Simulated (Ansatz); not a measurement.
The starting structures come from a database of crystals and need not be the phases stable at ambient conditions.

## Evanescent states of Ca4As2O (I4/mmm, not sure to be the ambient phase, 7 atoms a cell, 22.7 Å³ an atom) along the normal of (110)

Method: r2SCAN (plane waves, PAW; Ansatz, an electronic-structure program).

No gap correction and no spin-orbit coupling; mid-gap values are interpolated between computed energies.

Energies count from the valence-band top; κ is the least over a 6×4 mesh across the current.

| E (eV) | κ (1/Å) | where |
|---|---|---|
| 0.04 | 0.061 | Γ |
| 0.14 | 0.087 | Γ |
| 0.23 | 0.105 | Γ |
| 0.32 | 0.119 | Γ |
| 0.41 | 0.131 | Γ |
| 0.49 | 0.140 | Γ |
| 0.58 | 0.147 | Γ |
| 0.68 | 0.153 | Γ |
| 0.77 | 0.158 | Γ |
| 0.85 | 0.162 | Γ |
| 0.94 | 0.160 | off Γ |
| 1.03 | 0.153 | off Γ |
| 1.12 | 0.144 | off Γ |
| 1.22 | 0.133 | off Γ |
| 1.30 | 0.118 | off Γ |
| 1.40 | 0.100 | off Γ |
| 1.49 | 0.074 | off Γ |
| 1.57 | 0.024 | off Γ |

**Question.** How thick must the barrier be to attenuate the transmission by 10^4 when the electrodes' Fermi level lies at 1.03 eV, and what attenuation does that film give at 0.32 eV?

**Answer.** d = 4 ln 10 / (2 × 0.153) = 30.1 Å. At 0.32 eV it gives 4 × 0.119/0.153 = 3.1 decades.
